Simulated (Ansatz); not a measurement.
Consider the following.

```
CdSe
1.0
    0.00000     3.04083     3.04083
    3.04083     0.00000     3.04083
    3.04083     3.04083     0.00000
Cd Se
1 1
Direct
  0.00000   0.00000   0.00000
  0.75000   0.75000   0.75000
```

These are HSE06, rigid bands (plane waves, PAW, scalar-relativistic; Ansatz, a program for electronic structure) values and carry that method's errors. How the cell was made: cell and atoms relaxed with PBEsol.

**Question.** Predict the electron conductivity mass (n e² τ/σ) at 300 K, by direction if it differs.

**Answer.** 0.119 mₑ.

**Question.** And the band gap?

**Answer.** 1.55 eV at this level.

Rigid bands, one relaxation time for all states, no polarons. Spin-orbit coupling is left out; where it splits the top of the valence band it changes the hole mass and lowers the gap by about a third of the splitting. Geometry: cell and atoms relaxed with PBEsol.
